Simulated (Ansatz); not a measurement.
We look at the energy of the reaction as written. Reaction: 16 C (graphite) + Li (bcc) → cell A. Negative: the products are lower in energy.

Cell A: a sheet of composition LiC16 built on C (graphite, P6₃/mmc) (0001), with 12 atoms on that crystal's sites, 17 atoms, hexagonal cell of 4.93 Å (21.0 Å²), symmetry P6/mmm, 3.7 Å thick under 15 Å of vacuum, in-plane vectors held at the crystal's; planes from bottom to top: C8 | Li | C8; foreign atoms: Li bound to 12 C at 2.34 Å; spin state with PBE: no moments, k-point mesh 7×7×1.
```
CELL_PARAMETERS angstrom
      4.92992     0.00000     0.00000
     -2.46496     4.26944     0.00000
      0.00000     0.00000    19.03125
ATOMIC_POSITIONS crystal
  C  0.16708 0.33416 0.40248
  C  0.33416 0.16708 0.40248
  C  0.16708 0.83292 0.40248
  C  0.33333 0.66667 0.40301
  C  0.66667 0.33333 0.40301
  C  0.83292 0.16708 0.40248
  C  0.66584 0.83292 0.40248
  C  0.83292 0.66584 0.40248
  Li 0.00000 0.00000 0.50000
  C  0.16708 0.33416 0.59752
  C  0.33416 0.16708 0.59752
  C  0.16708 0.83292 0.59752
  C  0.33333 0.66667 0.59699
  C  0.66667 0.33333 0.59699
  C  0.83292 0.16708 0.59752
  C  0.66584 0.83292 0.59752
  C  0.83292 0.66584 0.59752
```

Reference: C (graphite, P6₃/mmc), 16 atoms in the cell, a perfect crystal on lattice vectors that match the other cells', k-point mesh 7×7×4 on the run's own vectors.

Reference: Li (bcc, Im-3m), 1 atom in the cell, k-point mesh 24×24×24 on the run's own vectors. Conventional cell: a = b = c = 3.3220 Å, α = β = γ = 90.00°.

Computed with Ansatz (plane waves, PAW), its PAW set soft_1, cutoff 420 eV, 500 eV for r2SCAN. The structures are at rest with PBE+D3(BJ), within the held lattices; other levels are single points on them. Neutral cells; Fermi-Dirac smearing of at most 0.10 eV in the solids, energies taken to zero width. The lattices are those relaxed with PBE+D3(BJ) or held as stated, so at other levels the solids can be strained, which adds to the spread. A dispersion term (D3(BJ), or D4 for r2SCAN) was computed beside these levels and is taken off wherever the name lacks it. No zero-point or thermal terms. Cells are local rest points, mostly with their start's symmetry. Cell A has symmetry P6/mmm and got no random move, so less symmetric positions, which may lie lower, weren't tried.

Task: What is the computed value (r2SCAN+D4)?

Result: 0.35 eV, for 16 C (graphite) + Li (bcc) → cell A.

Task: How does the value move with the functional?

Result: 
```json
[
 {"Level": "PBE", "value (eV)": "-0.27", "less r2SCAN+D4": "-0.62"},
 {"Level": "PBE+D3(BJ)", "value (eV)": "0.62", "less r2SCAN+D4": "0.27"},
 {"Level": "r2SCAN", "value (eV)": "-0.10", "less r2SCAN+D4": "-0.45"}
]
```

The levels span 0.89 eV, from PBE (-0.27) to PBE+D3(BJ) (0.62). They disagree on the sign.

Ansatz is a quantum-chemistry and plane-wave program.
